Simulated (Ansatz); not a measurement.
SrTiO3: pressure series

Take SrTiO3 in the cubic perovskite structure (space group Pm-3m, No. 221; a = 3.8911 Å) as the base.

Cell and atoms are relaxed at each pressure.

The values are results of PBEsol in Ansatz (plane waves to 420 eV, PAW, without spin-orbit coupling), not measurements.

Candidates:
(a) pressure 7.5 GPa
(b) pressure 3 GPa
(c) pressure −2 GPa

Base values:

| Item | Result |
|---|---|
| Band gap | 1.85 eV |

Problem. Order them by band gap, highest first.

Solution. (a) pressure 7.5 GPa (1.92 eV), (b) pressure 3 GPa (1.88 eV), (c) pressure −2 GPa (1.83 eV)

Load acts through the strain it causes; cell and atoms are relaxed under it. Whether these cells are dynamically stable was not tested. Competing high-pressure phases were not computed. All final runs are without spin polarisation. Many cubic perovskites are stable only at high temperature; tilts and polar distortions were not tested.

Ansatz is a first-principles code.
